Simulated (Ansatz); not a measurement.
The first run of each system starts from parallel moments on all its atoms from V to Ni; any other order comes from its own run or couplings.

Fe: ordering temperature by several functionals

Input:

```xyz
1
Lattice="-1.4315 1.4315 1.4315 1.4315 -1.4315 1.4315 1.4315 1.4315 -1.4315" Properties=species:S:1:pos:R:3 pbc="T T T"
Fe     0.0000     0.0000     0.0000
```

All levels run on one cell, taken as given; the pressures of the states tabled below differ: LDA -22, PBE -6, PBEsol -14 GPa.

All runs by Ansatz (plane waves, PAW, no spin-orbit coupling). Each level starts from the same collinear signs and may move once to an order that its couplings favour. T is the Tyablikov value of a classical Heisenberg model on couplings at constrained moments; it is listed only where the order reached is stable and of the measured type (ferro-, ferri- or compensated antiferromagnetic; the pattern itself was not checked), and not for crystals whose measured order is non-collinear or of long period. Such a table is shown only for crystals where two levels or more reach the measured type.

```csv
level; files and cutoff,"largest site moment (μB, in a sphere of 0.41 times the shortest bond)",state reached,T (K),rough cost of the first couplings against PBE (one kind of shared host)
"LDA; default PAW set, 420 eV",2.22,"ferromagnetic, metal",680,within a factor of 2
"PBE; default PAW set, 420 eV",2.28,"ferromagnetic, metal",660,1
"PBEsol; default PAW set, 420 eV",2.27,"ferromagnetic, metal",650,within a factor of 2
```

Q: How do these compare with the measured Curie temperature?

A: Measured: 1043 K (measured; Marian Arale Brännvall, Gabriel Persson, Luis Casillas-Trujillo et al., Physical Review Materials (2024), arXiv:2406.02084). LDA gives 0.65 times that; PBE gives 0.64 times that; PBEsol gives 0.63 times that. Classical moments lower the value against quantum spins, most for small spins.

Ansatz is an electronic-structure program.
